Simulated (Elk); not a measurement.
Band structure of CaTiS2 (P-3m1, 4 atoms in the cell).

```yaml
crystal:
  lattice:
    - [3.64514, 0.00000, 0.00000]
    - [-1.82257, 3.15678, 0.00000]
    - [0.00000, 0.00000, 6.54150]
  atoms:
    - { symbol: Ca, position: [0.00000, 0.00000, 0.50000] }
    - { symbol: Ti, position: [0.00000, 0.00000, 0.00000] }
    - { symbol: S, position: [0.33333, 0.66667, 0.78034] }
    - { symbol: S, position: [0.66667, 0.33333, 0.21966] }
```

Level of theory: PBEsol, all-electron FP-LAPW, Elk's shipped species files, APW+lo basis with extra local orbitals run with Elk.

Settings: xctype = 22; rgkmax = 8; stype = 3; swidth = 0.00367493 Ha; ngridk = 7 7 4; gmaxvr = 16 1/bohr; nxlo = 2; lorbcnd = true; rmtscf = 0.98; lmaxi = 2.

The starting cell comes from a database of computed structures (which also holds hypothetical and non-ambient phases and stackings), without a prior relaxation at this level. Spin polarisation is off, so a magnetic state, if there is one, cannot be reached. Values depend on the basis (sphere radii, cutoffs, local orbitals), which need not be converged.

Levels in eV from the Fermi level, bands 14 to 21:
| point | 14 | 15 | 16 | 17 | 18 | 19 | 20 | 21 |
|---|---|---|---|---|---|---|---|---|
| Γ | -2.82 | -2.24 | -2.24 | -0.98 | -0.17 | -0.17 | 0.95 | 0.95 |
| M | -4.31 | -4.19 | -3.43 | -1.19 | 0.62 | 0.85 | 1.10 | 1.73 |
| K | -4.45 | -4.45 | -4.11 | 0.29 | 0.64 | 0.64 | 1.20 | 1.20 |
| A | -3.89 | -2.75 | -2.75 | -0.04 | -0.04 | 0.21 | 1.38 | 2.01 |
| L | -4.26 | -3.96 | -3.71 | -0.76 | 0.50 | 0.87 | 1.11 | 2.09 |
| H | -4.75 | -4.39 | -4.39 | 0.41 | 0.41 | 0.47 | 1.51 | 1.51 |

Bands cross the Fermi level along this path, so the cell is metallic at this level.
